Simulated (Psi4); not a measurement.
Psi4 1.11, B3LYP/def2-svp: Ca(Cl) ([Cl][Ca+]), charge +1, multiplicity 1, 2 atoms. The geometry is a generated start, not checked to be a minimum at this level.

```
Quantity                              Value
--------------------------  ---------------
task                                 energy
method                                b3lyp
basis                              def2-svp
memory                                 3 GB
maxiter                                 100
keys of the molecule block      symmetry c1
scf_type                       df (default)
e_convergence               1e-06 (default)
d_convergence               1e-06 (default)
dft_radial_points              75 (default)
dft_spherical_points          302 (default)
basis functions                          42
grid points                           43800
```

```xyz
2

Ca    -0.6892    -0.6566    -0.6553
Cl     0.6892     0.6566     0.6553
```

Charge 1 and multiplicity 1 are set for this test and not shown to be the ground state.

With the defaults (damping_percentage = 0, diis = true, scf_initial_accelerator = adiis, soscf = false, soscf_start_convergence = 0.01, guess = auto, which took SAD, diis_max_vecs = 10) it converges in 8 SCF iterations. One run each on 2 threads, with these changes:
- diis_max_vecs = 20
- soscf = true, soscf_start_convergence = 0.1
- soscf = true, soscf_start_convergence = 0.001
- damping_percentage = 20
- guess = huckel
- soscf = true
- damping_percentage = 60
- scf_initial_accelerator = ediis
- damping_percentage = 60, diis = false, scf_initial_accelerator = none

Name the settings that don't reach the solution of the defaults.

No convergence: damping_percentage = 60; damping_percentage = 60, diis = false, scf_initial_accelerator = none (the run ends without SCF convergence in 100 iterations). The rest reach the solution of the defaults.

| setting | SCF iterations | JK calls | end |
|---|---|---|---|
| soscf = true, soscf_start_convergence = 0.1 | 6 | 22 | same solution |
| soscf = true | 6 | 17 | same solution |
| soscf = true, soscf_start_convergence = 0.001 | 7 | 18 | same solution |
| the defaults | 8 | 9 | same solution |
| scf_initial_accelerator = ediis | 8 | 9 | same solution |
| diis_max_vecs = 20 | 8 | 9 | same solution |
| guess = huckel | 9 | 20 | same solution |
| damping_percentage = 20 | 17 | 18 | same solution |
| damping_percentage = 60 | 100 | 101 | no convergence |
| damping_percentage = 60, diis = false, scf_initial_accelerator = none | 100 | 101 | no convergence |

An SOSCF iteration holds several JK calls; a Hückel guess adds calls on atoms.
